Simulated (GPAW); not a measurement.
Band structure of Hf2S (P6_3/mmc, 6 atoms in the cell).

```yaml
crystal:
  lattice:
    - [3.32366, 0.00000, 0.00000]
    - [-1.66183, 2.87837, 0.00000]
    - [0.00000, 0.00000, 11.54165]
  atoms:
    - { symbol: Hf, position: [0.66667, 0.33333, 0.89981] }
    - { symbol: Hf, position: [0.33333, 0.66667, 0.10019] }
    - { symbol: Hf, position: [0.33333, 0.66667, 0.39981] }
    - { symbol: Hf, position: [0.66667, 0.33333, 0.60019] }
    - { symbol: S, position: [0.00000, 0.00000, 0.75000] }
    - { symbol: S, position: [0.00000, 0.00000, 0.25000] }
```

Level of theory: LDA (Perdew-Wang 92), GPAW PAW datasets LDA (gpaw-data 1.0.1) (plane waves; GPAW).

Settings: mode = pw; ecut = 550 eV; xc = LDA; kpts = 8 8 2; mesh shift (steps) = 0 0 0; occupations.name = fermi-dirac; occupations.width = 0.05 eV; nbands = -10; symmetry.symmorphic = false; symmetry.tolerance = 0.0005; maxiter = 120; bandpath_npoints = 40.

The starting cell comes from a database of computed structures (which also holds hypothetical and non-ambient phases and stackings), without a prior relaxation at this level. Its lattice was rescaled by a random factor within 2.5 % of one. Spin-orbit coupling is off.

Levels in eV from the Fermi level, bands 27 to 34:
```
point     27     28     29     30     31    32    33    34
-----  -----  -----  -----  -----  -----  ----  ----  ----
Γ      -1.38  -0.13  -0.07   0.39   0.39  0.48  0.48  0.75
M      -1.73  -1.31  -1.17  -0.71  -0.51  0.78  1.06  2.61
K      -1.13  -1.13  -0.87  -0.87   0.08  0.08  1.93  2.65
A      -1.13  -1.13   0.32   0.32   0.32  0.32  1.44  1.44
L      -1.79  -1.79  -0.92  -0.92   0.34  0.34  1.39  1.39
H      -1.24  -1.24  -0.73  -0.73   0.13  0.13  2.25  2.25
```

Bands cross the Fermi level along this path, so the cell is metallic at this level.
